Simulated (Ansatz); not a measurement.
Abridged Ansatz (an electronic-structure program) output:

```
Relaxation: its limit of steps is 50 (relax.max_steps)
Pseudopotential: Pt, paw, valence charge 18
Crystal: 1 atoms, lattice volume = 15.054 Å³
Basis set: ecut = 420 eV, 301 PW (Γ), exchange–correlation on 40×40×40 points (8 copies of the dense FFT grid, shifted against one another)
Bands: 13, of which v1, the nominal top of the filled ones, is band 9 counted from 1 (8 counted from 0)
Symmetry: 12 space group operations
k-points: 2255 of 24389
Functional: x = slater, c = lda
SCF iter   1: F=—  HF=-12245.011279 eV  |F-HF|=—  |Δ(HF+E_count)|=         —  Δρ=6.68e-3  dr2=2.82e-3  ethr=1.77e-3  ⟨swp⟩=5.0  Hψ=164751  notcnv=0
SCF iter   2: F=—  HF=-12245.010338 eV  |F-HF|=—  |Δ(HF+E_count)|=   9.40e-4  Δρ=3.37e-3  dr2=5.86e-4  ethr=1.57e-5  ⟨swp⟩=1.4  Hψ=49879  notcnv=0
SCF 1 converged in 6 iterations: F = -12245.010211 eV  dr2 = 6.10e-11
relax step   1: F+E_penalty+E_count = -12245.01021068 eV  Δ(F+E_penalty+E_count) = +0.000e0 eV  max|allowed force component| = 0.000e0 eV/Å  Δτ_max = 0.0000 Å  P = -5.296 GPa  Ω = 15.054 Å³  fix = [a, b, gamma]  reactions: a -6.312, b -6.312 GPa  (6 SCF iters, dr2 threshold 1.00e-7 eV, accepted)
[... steps on the carried basis left out ...]
relax step   4: F+E_penalty+E_count = -12245.01143885 eV  Δ(F+E_penalty+E_count) = -1.886e-6 eV  max|allowed force component| = 0.000e0 eV/Å  Δτ_max = 0.0000 Å  P = -3.021 GPa  Ω = 14.939 Å³  energy of the carried Pulay correction = +3.441e-5 eV  fix = [a, b, gamma]  reactions: a -4.530, b -4.530 GPa  (2 SCF iters, dr2 threshold 2.14e-8 eV, accepted)
Crystal: 1 atoms, lattice volume = 14.939 Å³
SCF iter   1: F=—  HF=-12245.011404 eV  |F-HF|=—  |Δ(HF+E_count)|=         —  Δρ=2.47e-5  dr2=2.08e-8  ethr=2.76e-8  ⟨swp⟩=2.8  Hψ=235257  notcnv=0
SCF iter   2: F=—  HF=-12245.011404 eV  |F-HF|=—  |Δ(HF+E_count)|=   1.01e-8  Δρ=1.01e-5  dr2=2.69e-9  ethr=1.15e-10  ⟨swp⟩=2.4  Hψ=48767  notcnv=0
SCF 5 converged in 5 iterations: F = -12245.011404 eV  dr2 = 3.54e-13
SCF converged after 5 iterations
Free energy (F): -12245.011404 eV
Internal energy: -12244.958215 eV  (E = F + TS)
E sigma→0 (E₀):  -12244.984809 eV
Entropy (-TS):   -0.053188 eV (-53.188 meV/atom)
Fermi energy:    23.340254 eV
--- Forces (eV/Å), atoms counted from 1 ---
  atom   1  Pt     0.00000000     0.00000000     0.00000000
--- Stress (GPa, compression-positive) ---
       -4.528350       0.000000       0.000000
        0.000000      -4.528350       0.000000
        0.000000       0.000000      -0.000985
  P = ⅓ Tr σ = -3.0192 GPa (-30.192 kbar)
--- Relaxed structure (4 steps of the walk, 4 accepted, 1 SCFs on fresh bases) ---
  cell:  # Å, volume = 14.9385 Å³
    - [2.7888744850137157, -1.4356790362271499e-40, 1.0706345484227615e-51]
    - [1.3944372425068579, 2.415236151988122, -1.8011184028518554e-11]
    - [1.3944372425068579, -0.8050787173128351, 2.2177802624245646]
  atoms:
    - { symbol: Pt, position: [0.0, 0.0, 0.0] }
```

Problem. What was computed, and what are the main results?

Solution. Pt, 1 atom in the cell, with plane-wave PAW DFT at the LDA level (Ansatz, 420 eV), no SOC. The last SCF converged to F = -12245.011404 eV, or -12245.0114 eV per atom, at a pressure of -3.02 GPa. The total energy compares only with runs of the same code, potentials and settings.

The cells carry an imposed strain or load. Whether these cells are dynamically stable was not tested. The final runs are not spin-polarised. The cell was made from Pt in the fcc (Cu type) structure (space group Fm-3m, No. 225) by this change: biaxial strain +1.25 %, plane normal [111], relaxed out of plane.

Keys are those of Ansatz 0.2.
